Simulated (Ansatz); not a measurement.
## Pressure series in CsPbCl3

Take CsPbCl$_{3}$ in the cubic perovskite structure (space group Pm-3m, No. 221) as the base.

```xyz
5
Lattice="5.6188 0.0000 0.0000 0.0000 5.6188 0.0000 0.0000 0.0000 5.6188" Properties=species:S:1:pos:R:3 pbc="T T T"
Cs     0.0000     0.0000     0.0000
Pb     2.8094     2.8094     2.8094
Cl     0.0000     2.8094     2.8094
Cl     2.8094     2.8094     0.0000
Cl     2.8094     0.0000     2.8094
```

Cell and atoms are relaxed at each pressure.

All numbers come from Kohn–Sham DFT with the PBEsol functional, run in Ansatz (a first-principles code) with PAW and 420 eV plane waves, no spin-orbit coupling.

Problem. Only one of these has no band gap. Which?
A) pressure 60 GPa
B) pressure 1.8 GPa
C) pressure −1 GPa
D) pressure 4.2 GPa
E) pressure 9 GPa

Solution. A, pressure 60 GPa. Computed: pressure −1 GPa: 2.02 eV; pressure 4.2 GPa: 1.17 eV; pressure 9 GPa: 0.56 eV; pressure 1.8 GPa: 1.53 eV; pressure 60 GPa: zero

A case with no gap was solved on a k-mesh chosen for an insulator, which is coarse for it. With Pb present, leaving out spin-orbit coupling can change the band edges. Load acts through the strain it causes; cell and atoms are relaxed under it. No phonon test of stability was made. No other phases were tried under pressure. All final runs are without spin polarisation. Many cubic perovskites are stable only at high temperature; tilts and polar distortions were not tested. This is not the structure that CsPbCl3 has at room temperature and ambient pressure. The zero or small gap of CsPbCl3 under pressure 60 GPa can change with the level of theory.
